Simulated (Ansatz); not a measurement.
# Mo under a change: pressure 0.9 GPa

The parent structure is Mo in the bcc (W type) structure (space group Im-3m, No. 229; a = 3.130 Å).

Modification: cell and atoms relaxed at a pressure of 0.9 GPa.

Computed with Ansatz (a program for electronic structure) PBEsol, without spin-orbit coupling. Settings: 21×21×21 k-points, 0.05 eV Fermi–Dirac smearing.

```json
[
 {"quantity": "volume per atom", "base": "15.33 Å³", "changed": "15.28 Å³", "shift": "-0.05 Å³"},
 {"quantity": "density", "base": "10.40 g/cm³", "changed": "10.43 g/cm³", "shift": "+0.03 g/cm³"},
 {"quantity": "lattice parameter a", "base": "5.914 bohr", "changed": "5.908 bohr", "shift": "-0.006 bohr"},
 {"quantity": "shortest interatomic distance", "base": "5.122 bohr", "changed": "5.116 bohr", "shift": "-0.0054 bohr"},
 {"quantity": "enthalpy H = E + PV relative to the base's energy", "base": "–", "changed": "+0.09 eV/atom", "shift": "–"},
 {"quantity": "band gap", "base": "zero", "changed": "zero", "shift": "–"}
]
```

Final structure:

```
CELL_PARAMETERS angstrom
     -1.56312     1.56312     1.56312
      1.56312    -1.56312     1.56312
      1.56312     1.56312    -1.56312
ATOMIC_POSITIONS crystal
  Mo 0.00000 0.00000 0.00000
```

Load acts through the strain it causes; cell and atoms are relaxed under it. Stability against distortions was not tested. The final runs are not spin-polarised.
